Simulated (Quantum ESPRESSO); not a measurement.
How a calculation on NbPd₃ (I4/mmm, 4 atoms in the cell) responds to its settings

```yaml
crystal:
  lattice:
    - [1.95827, -1.95827, 4.01803]
    - [1.95827, 1.95827, 4.01803]
    - [-1.95827, -1.95827, 4.01803]
  atoms:
    - { symbol: Nb, position: [0.00000, 0.00000, 0.00000] }
    - { symbol: Pd, position: [0.00000, 0.50000, 0.50000] }
    - { symbol: Pd, position: [0.50000, 0.25000, 0.75000] }
    - { symbol: Pd, position: [0.50000, 0.75000, 0.25000] }
```

Base run A: PBEsol, GBRV 1.5 ultrasoft (PBESOL) pseudopotentials in Quantum ESPRESSO 7.5, self-consistent single point.

Its settings: ecutwfc = 40 Ry; ecutrho = 320 Ry; occupations = smearing; smearing = cold; degauss = 0.0036749 Ry; potentials = {Nb: nb_pbesol_v1.uspp.F.UPF, Pd: pd_pbesol_v1.4.uspp.F.UPF}; K_POINTS = automatic 9 9 9 0 0 0; conv_thr = 1e-10 Ry; mixing_beta = 0.7.

The starting cell comes from a database of computed structures (which also holds hypothetical and non-ambient phases and stackings), without a prior relaxation at this level. Spin polarisation is off. In the base run, with a pressure of about -6 GPa the cell is away from its equilibrium volume at this level.

ΔF is the free energy per atom less that of run A. 

```csv
run,change,ΔF (meV/atom),pressure (GPa)
A,base,0.00,-5.80
B,lattice scaled by 0.97,39.7,17.20
C,lattice scaled by 0.97; ecutwfc: 40 Ry → 24 Ry; ecutrho: 320 Ry → 192 Ry,3053.3,-179.55
D,lattice scaled by 0.985,-3.9,4.34
E,lattice scaled by 0.985; ecutwfc: 40 Ry → 24 Ry; ecutrho: 320 Ry → 192 Ry,3021.9,-184.14
F,lattice scaled by 1.015,43.5,-13.72
G,lattice scaled by 1.015; ecutwfc: 40 Ry → 24 Ry; ecutrho: 320 Ry → 192 Ry,3113.0,-187.70
H,lattice scaled by 1.03,119.8,-19.79
I,lattice scaled by 1.03; ecutwfc: 40 Ry → 24 Ry; ecutrho: 320 Ry → 192 Ry,3207.1,-186.82
```

Run I against A: The free energy rises by 3.21 eV/atom and the pressure goes from -5.80 to -186.8 GPa.

Run H against A: The free energy goes up by 120 meV/atom and the pressure goes from -5.80 to -19.79 GPa.
